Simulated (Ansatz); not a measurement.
TmSi (Cmcm, No. 63; cell taken from a computed entry)

Level of theory: LDA (plane waves, PAW; Ansatz, a quantum-chemistry and plane-wave program).

Run with plane-wave cutoff 500 eV, 10×10×10 k mesh, Fermi–Dirac smearing 0.05 eV, spin-polarised start, scalar-relativistic PAW data made under PBE.

Cell: relaxed at this level.

For TmSi (Cmcm, No. 63; cell taken from a computed entry), the volume per atom is 20.30 Å³/atom and the band gap is none.

Note: the magnetic order was assumed, not searched for or taken from measurement; the relaxation could not lower the start's symmetry, so the cell can be a saddle point above a distorted one; the 4f shell is treated without U or exact exchange, so its levels and filling can be wrong.

Spin–orbit coupling is not included.

Static lattice: no zero-point or thermal effects.
